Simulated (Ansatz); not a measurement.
Short convergence ladders for the (111) slab of ZrCu5 (cut from a parent of space group no. 216; 12 atoms in the cell)

```xyz
12
Lattice="4.8391 0.0000 0.0000 2.4196 4.1908 0.0000 0.0000 0.0000 20.4171" Properties=species:S:1:pos:R:3 pbc="T T T"
Cu     5.5668     3.2140     8.4781
Cu     1.9461     1.1236     7.0000
Cu     4.3484     1.1236     7.0000
Cu     3.1473     3.2041     7.0000
Cu     3.1473     1.8171     8.9615
Cu     0.7277     0.4201    12.4293
Cu     4.3657     2.5205    10.9511
Cu     1.9289     2.5205    10.9511
Cu     3.1473     0.4102    10.9511
Cu     5.5668     3.2140    12.9126
Zr     0.7277     0.4201     9.4659
Zr     3.1473     1.8171    13.4171
```

Base method: LDA (PW92), default PAW files made with PBE (plane waves; Ansatz, a first-principles code).

Base settings: basis.ecutwfc = 420 eV; kpoints.mp_grid.grid = 5 5 1; hamiltonian.xc = lda; hamiltonian.pseudopotentials = {kind: paw} (the program's default PAW files); scf.occupations.method = fermi_dirac; scf.occupations.width = 0.1 eV.

The count of work is k-points × plane waves × bands × iterations; it is no time. Core times come from one kind of shared machine, to one figure; runs under 30 s give none.

**The vacuum**

The mesh stays at the base's, so the ladder's end is converged at best in this setting alone.

Only quantities that move along the ladder and can be compared are tabulated.

```csv
vacuum between outermost atoms (Å),free energy less the last step's (meV/atom),largest difference of a force vector from the last step's (eV/Å),count of work / last,core time / last (rough)
3.0,-151.87,2.214,0.22,–
4.0,-52.18,1.249,0.23,–
5.0,-14.57,0.461,0.29,–
6.0,-4.25,0.157,0.32,–
7.0,-1.70,0.064,0.34,–
8.0,-0.99,0.034,0.37,–
10.0,-0.58,0.017,0.42,–
12.0,-0.41,0.011,0.47,–
14.0,-0.29,0.008,0.48,0.5
17.0,-0.19,0.005,0.55,0.5
20.0,-0.12,0.003,0.62,0.6
25.0,-0.05,0.001,0.87,0.8
30.0,0.00,0.000,1.0,1
```

Smallest vacuum between outermost atoms (Å) that holds the free energy within 2 meV/atom of the last step, with all finer ones: 7.0, at 0.34 of the last step's count of work; the step before is off by 4.2 meV/atom.

**The k-point mesh**

Only quantities that move along the ladder and can be compared are tabulated.

```tsv
kpoints.mp_grid.grid	free energy less the last step's (meV/atom)	largest difference of a force vector from the last step's (eV/Å)	count of work / last	core time / last (rough)
2 2 1	92.05	0.461	0.052	–
3 3 1	12.42	0.422	0.073	–
4 4 1	1.96	0.093	0.091	–
5 5 1	0.28	0.031	0.10	0.1
6 6 1	-0.67	0.016	0.16	0.1
7 7 1	0.01	0.010	0.18	0.2
8 8 1	0.06	0.005	0.21	0.2
9 9 1	-0.03	0.004	0.27	0.3
11 11 1	-0.02	0.001	0.36	0.3
13 13 1	-0.01	0.001	0.48	0.5
17 17 1	0.00	0.000	0.75	0.7
20 20 1	0.00	0.000	1.0	1
```

Coarsest kpoints.mp_grid.grid that holds the forces within 0.02 eV/Å of the last step, with all finer ones: 6 6 1, at 0.16 of the last step's count of work and about 0.1 of the last step's time; the step before is off by 0.031 eV/Å.

Coarsest kpoints.mp_grid.grid that holds the free energy within 5 meV/atom of the last step, with all finer ones: 4 4 1, at 0.091 of the last step's count of work; the step before is off by 12 meV/atom.

**The depth of the slab**

On a (111) slab of ZrCu5 (cut from a parent of space group no. 216; 6 atoms in the cell), and deeper slabs.

Surface energy = (E_slab − N e_bulk)/2A, with e_bulk from the bulk crystal on its finest mesh (145 k-points); errors per atom of slab and bulk, whose meshes differ, grow with N. The bulk cell stands at -8.9 GPa at this level, so the slab is strained in the plane.

The mesh stays at the base's, so the ladder's end is converged at best in this setting alone.

Only quantities that move along the ladder and can be compared are tabulated.

| atoms | unrelaxed surface energy (J/m²) | count of work / last | core time / last (rough) |
|---|---|---|---|
| 6 | 2.275 | 0.060 | – |
| 12 | 2.354 | 0.16 | 0.07 |
| 18 | 2.325 | 0.31 | 0.2 |
| 24 | 2.310 | 0.48 | 0.3 |
| 30 | 2.312 | 0.69 | 0.6 |
| 36 | 2.314 | 1.0 | 1 |

Smallest size that holds the unrelaxed surface energy within 0.02 J/m² of the last step, with all finer ones: 18, at 0.31 of the last step's count of work and about 0.2 of the last step's time; the step before is off by 0.040 J/m².

On the base run: the starting cell comes from a database of computed structures (which also holds hypothetical and non-ambient phases and stackings), without a prior relaxation at this level. The slab is cut from that crystal, and its faces are unrelaxed. Its lattice was rescaled by up to half a per cent. Spin polarisation is off. The two faces of this cut differ, and no dipole correction was used. In the base run, forces exceed 1 eV/Å.

Left out of this page: 1 run of the series outside the window shown, repeating another row's setting, or not comparable.

Keys are those of Ansatz 0.2.
